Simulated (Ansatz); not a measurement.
## SiC: biaxial strain −0.49 %, plane normal [001], relaxed out of plane

Start from SiC (space group P6_3mc, No. 186; a = 3.078 Å, c = 15.107 Å). Axes: x lies along a and z along c of the hexagonal cell.

Now apply this change: compressive biaxial strain of 0.49 % in the plane normal to [001], as in epitaxy on a mismatched substrate; the out-of-plane cell vector and the atoms relax.

Level of theory: Kohn–Sham DFT with the r2SCAN functional, run in Ansatz (a program for electronic structure) with PAW and 500 eV plane waves, no SOC. k-mesh 10×10×2 (Γ-centred); smearing 0.05 eV (Fermi–Dirac).

| quantity | base | changed | shift |
|---|---|---|---|
| volume per atom | 10.33 Å³ | 10.24 Å³ | -0.09 Å³ |
| space group | P6_3mc (No. 186) | P6_3mc (No. 186) | – |
| shortest interatomic distance | 1.884 Å | 1.877 Å | -0.007 Å |
| pressure (mean of the normal stresses, compression positive) | 0.00 GPa | 2.08 GPa | +2.085 GPa |
| band gap (an upper bound: an edge found on the path is not a true extremum; both cells) | 2.39 eV | 2.36 eV | -0.03 eV |
| out-of-plane strain | – | +0.09 % | – |
| mean in-plane stress (compression positive) | – | +3.1 GPa | – |

No phonon test of stability was made.
